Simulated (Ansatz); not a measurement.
For BP (model structure, P6₂22, No. 180, 6 atoms in the cell), PBEsol (PAW; Ansatz, a first-principles code) gives:

```
Property                    Value
-------------------  ------------
lattice constant a        3.260 Å
lattice parameter c       6.941 Å
cohesive energy      5.28 eV/atom
```

What does r²SCAN+rVV10 (plane waves, PAW; Ansatz) give for the same quantities?


- lattice constant a: 3.273 Å (rises by 0.4 %)
- lattice parameter c: 6.996 Å (goes up by 0.8 %)
- cohesive energy: 4.88 eV/atom (shrinks by 0.40 eV/atom)

Changes are worked out from the printed values.

Unless a cell is named, each level is at its own relaxed cell (PBEsol 10.64, r²SCAN+rVV10 10.82 Å³/atom).

Ansatz's density-functional and Hartree–Fock values are scalar-relativistic unless marked +SOC, with PAW data made under PBE.

A model structure was made by putting elements into a prototype or built by hand; it is no filed structure, need not be a known phase, and can be a saddle point held by its symmetry.
